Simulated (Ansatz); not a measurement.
Given:

End structure of the (111)A surface of zinc-blende ZnSe, Zn-terminated, F on every top atom (bottom of the slab: 2 H on 4 bottom sites):

```
CELL_PARAMETERS angstrom
      8.10981     0.00000     0.00000
     -4.05491     7.02331     0.00000
      0.00000     0.00000    30.50000
ATOMIC_POSITIONS crystal
  Se 0.99840 0.00160 0.32786
  Se 0.50164 0.99836 0.31273
  Se 0.00164 0.49836 0.31273
  Se 0.49840 0.50160 0.32786
  Zn 0.34873 0.15127 0.34748
  Zn 0.81504 0.18496 0.34703
  Zn 0.31504 0.68496 0.34703
  Zn 0.84873 0.65127 0.34748
  Se 0.33333 0.16667 0.42855
  Se 0.83333 0.16667 0.42855
  Se 0.33333 0.66667 0.42855
  Se 0.83333 0.66667 0.42855
  Zn 0.16667 0.33333 0.45569
  Zn 0.66667 0.33333 0.45569
  Zn 0.16667 0.83333 0.45569
  Zn 0.66667 0.83333 0.45569
  Se 0.16687 0.33313 0.53674
  Se 0.66655 0.33345 0.53677
  Se 0.16655 0.83345 0.53677
  Se 0.66687 0.83313 0.53674
  Zn 0.00009 0.99991 0.56565
  Zn 0.50004 0.99996 0.56546
  Zn 0.00004 0.49996 0.56546
  Zn 0.50009 0.49991 0.56565
  Se 0.99997 0.00003 0.64541
  Se 0.50004 0.99996 0.64525
  Se 0.00004 0.49996 0.64525
  Se 0.49997 0.50003 0.64541
  Zn 0.33342 0.16658 0.67751
  Zn 0.83324 0.16676 0.67750
  Zn 0.33324 0.66676 0.67750
  Zn 0.83342 0.66658 0.67751
  H  0.00451 0.99549 0.27941
  H  0.50451 0.49549 0.27941
  F  0.33391 0.16609 0.73583
  F  0.83319 0.16681 0.73582
  F  0.33319 0.66681 0.73582
  F  0.83391 0.66609 0.73583
```

Set-up: 38 atoms, 14.1 Å thick at the start with caps and adatoms; mesh 3x3x1; 0.025 eV smearing; dipole correction on; 8 atoms held, the rest relaxed; symmetry of the start imposed; no spin (no spin-polarised run to compare, though such a face may carry moments), no spin-orbit, no U. The slab shows no gap over 0.04 eV on its mesh. It is one candidate, not shown to be the stable structure of the face.

Problem. Give the work function of the top face at the level PBE (Ansatz, a first-principles code).

Solution. 10.27 eV
